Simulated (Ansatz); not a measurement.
Consider PbSe in the rock salt structure (space group Fm-3m, No. 225; a = 6.102 Å). Axes: x, y, z lie along the cube axes.

Calculations: Ansatz (a quantum-chemistry and plane-wave program) PBEsol, spin-orbit coupling left out.

Perturbation: uniaxial strain ε_zz = +2.50 %, all other strain components held at zero; the atoms relax in the strained cell.

### Question
Predict the stress tensor and what it implies for the stiffness.

### Answer
Stress of the strained cell less that of the base (GPa, compression positive):
```
  -0.28    0.00    0.00
   0.00   -0.28    0.00
   0.00    0.00   -2.93
```

Then −Δσ_ii/ε with ε = 0.0250 gives secant stiffness values (nonlinear terms included at this strain): C33 ≈ 117 GPa, C13 ≈ 11 GPa and C23 ≈ 11 GPa.

As a check, the harmonic strain energy −½ V₀ Δσ:ε is 6.5 meV/atom; the computed energy rise is 6.9 meV/atom.

Stability against distortions was not tested.
